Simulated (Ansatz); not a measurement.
Data:

```
CELL_PARAMETERS angstrom
      3.73329     0.00000     0.00000
      0.00000     3.73329     0.00000
      0.00000     0.00000    18.22537
ATOMIC_POSITIONS crystal
  Sn 0.50000 0.00000 0.56648
  Sn 0.00000 0.50000 0.43352
  O  0.00000 0.00000 0.50000
  O  0.50000 0.50000 0.50000
```

The numbers are results of PBE, rigid bands (plane waves, PAW, scalar-relativistic; Ansatz, a program for electronic structure), not measurements. Condition of this run: biaxial strain -3 %. How the cell was made: cell and atoms relaxed with PBE, then loaded as said.

Q: Predict the hole conductivity mass (n e² τ/σ) at 300 K, by direction if it differs.

A: 4.2 mₑ.

Q: Predict the electron conductivity mass (n e² τ/σ) at 300 K, by direction if it differs.

A: 1.09 mₑ.

Q: And the band gap?

A: 3.07 eV at this level; semilocal functionals usually fall short of the measured gap.

Rigid bands, one relaxation time for all states, no polarons. Spin-orbit coupling is left out; where it splits the top of the valence band it changes the hole mass and lowers the gap by about a third of the splitting.
